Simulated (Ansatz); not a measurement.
Start from CdS in the zinc blende structure (space group F-43m, No. 216; a = 5.8243 Å). Axes: x, y, z lie along the cube axes.

The values are results of PBEsol/PAW in Ansatz (a first-principles code), without spin-orbit coupling, not measurements.

A first run, uniaxial strain ε_yy = −2.10 %, gives secant values C11 ≈ 76 GPa and C12 ≈ 59 GPa from its stress. A second run applies biaxial strain −1.12 %, plane normal [001], relaxed out of plane.

Question: What does linear elasticity predict for −ε⊥/ε∥ in the second run, and what does the run give?

Answer: Linear elasticity: 2 C12/C11 = 1.55. The run gives 1.46; any difference comes from nonlinear terms at these strains and numerical noise.

Stability against distortions was not tested.
